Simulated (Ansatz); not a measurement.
Results of B3LYP (VWN-RPA form) in Ansatz (PAW) for fluorite PbF2 (high-temperature phase).

Numerical settings: plane-wave cutoff 520 eV, 6×6×6 k mesh, scalar-relativistic PAW data made under PBE.

Computed at the level's own relaxed cell.

Question: Estimate the polycrystal shear modulus (Hill average), elastic constant C11, Voigt–Reuss–Hill bulk modulus, elastic constant C44, Young modulus and elastic constant C12 that the calculation returns.

Answer: 
- polycrystal shear modulus (Hill average): 24.3 GPa
- elastic constant C11: 106 GPa
- Voigt–Reuss–Hill bulk modulus: 68.3 GPa
- elastic constant C44: 21.9 GPa
- Young modulus: 65.1 GPa
- elastic constant C12: 49.4 GPa

Measured, for comparison: elastic constant C11 96.1 ± 0.09 GPa, elastic constant C44 20.8 ± 0.01 GPa (room temperature, no zero-point or thermal correction; as tabulated in Jamieson, Manghnani, Matsui, Ming, J. Geophys. Res. 91, 4643 (1986)). Computed (rounded) less measured: elastic constant C11 +10 %, elastic constant C44 +5 %. A static lattice is as a rule a little smaller and stiffer than an uncorrected measurement, which narrows the difference in the elastic constant C44 and would widen misses of the other sign.

Elastic constants are with the ions relaxed.

Spin–orbit coupling is not included; it can shift volumes and moduli of such heavy elements.

Computed values are for the static lattice.

Ansatz is a quantum-chemistry and plane-wave program.
